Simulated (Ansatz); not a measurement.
## Defect calculation: Cu interstitial in wurtzite AlN

Computed with PBE, PAW (plane waves to 420 eV; Ansatz, an electronic-structure program). Cell: 96 sites, 3×2×2 repeats of a cell of 8 atoms; final energies on a 2×2×2 shifted mesh. Site at the start: void with 3N nearest. Finite-size correction: monopole term and site-potential alignment. Dielectric constants: PBE linear response of the host. Host gap at this level: 4.03 eV. Finite-size and sampling errors can reach tenths of an eV here. The semilocal functional narrows the gap, so deep levels can fall outside it. Spin–orbit coupling is left out, and no Hubbard U is applied to the open shells. Each state is the lowest found from its start.

Formation energies E_f are given with the Fermi level at the valence-band maximum. Chemical conditions: Al-rich (Δμ(Cu) = -0.48 eV, bounded by CuAl2 (I4/mcm); only phases computed here count, gases as isolated molecules at 0 K). Reference phases: Cu: fcc Cu.

The name describes the start; the neighbours show where the atoms ended.

Charges with a result: +2, +1, 0. Others weren't obtained, and one of them could lie lower, also by skipping a charge.

```tsv
charge	moment (μB)	largest move off a lattice site (Å)	neighbours of the last Cu atom of the defect at the end (Å)	image correction with alignment (eV)	E_f, Al-rich (eV)
+2†	1.0	0.23	N 2.00, N 2.01, N 2.03, Al 2.26, Al 2.27, N 2.29, Al 2.31	1.31	–
+1	not spin-polarised	0.15	N 1.97, N 1.97, N 1.97	0.45	3.55
0†	1.0	0.17	N 1.97, N 1.97, N 1.98	0.01	7.46
```

† Not settled in this cell, so no level is given: charge +2: level within 0.1 eV of a band edge or past it; charge 0: carriers not clearly localised.

Flagged in the runs: a host whose relaxation on this sampling wasn't shown to rest, a strain field that reaches the edge of the cell.
